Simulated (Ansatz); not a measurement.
Start from HgI2 in the 2H-MoS2 type structure (space group P6_3/mmc, No. 194; a = 4.0712 Å, c = 13.5592 Å; a hypothetical phase, not in the database extracts checked; layered, stacked along the Cartesian z axis).

It is then changed as follows: a free-standing slab of 3 layers (9 atoms, 3 a layer) is cut normal to the stacking axis, with 15 Å of vacuum and the in-plane cell relaxed.

Levels (all Ansatz, a first-principles code, PAW, earlier PAW set): PBEsol-D3(BJ) (420 eV, no spin-orbit coupling); r2SCAN (500 eV, no spin-orbit coupling); HSE06 (420 eV, no spin-orbit coupling); PBEsol+SOC (420 eV, with spin-orbit coupling).

One geometry, relaxed with PBEsol-D3(BJ), under each level:

The valence-band top lists the three highest levels at Γ (Kramers pairs under SOC), from the VBM.

| level | band gap | lowest conduction level above the VBM at special points | valence-band top at Γ |
|---|---|---|---|
| PBEsol-D3(BJ) | 0.40 eV | M 0.40 eV; Γ 0.96 eV; K 1.40 eV | – |
| r2SCAN | 0.69 eV | M 0.69 eV; Γ 1.39 eV; K 1.68 eV | – |
| HSE06 | 1.18 eV | M 1.18 eV; Γ 1.84 eV; K 2.24 eV | – |
| PBEsol+SOC | 0.14 eV | M 0.14 eV; Γ 0.70 eV; K 0.93 eV | 0.00, -0.06, -0.18 eV |

Single points use the geometry relaxed with PBEsol-D3(BJ). The hybrid gap comes from the SCF mesh plus the semilocal run's edge points and a few special points and is an upper bound. Differences between runs with and without spin-orbit coupling are approximate. With Hg and I present, leaving out spin-orbit coupling can change the band edges. Stability against distortions was not tested. The runs without spin-orbit coupling are not spin-polarised. A zero or small gap of HgI2 can be the functional's error rather than a property of the material. Labels are those of the standard path for the cell's own space group.
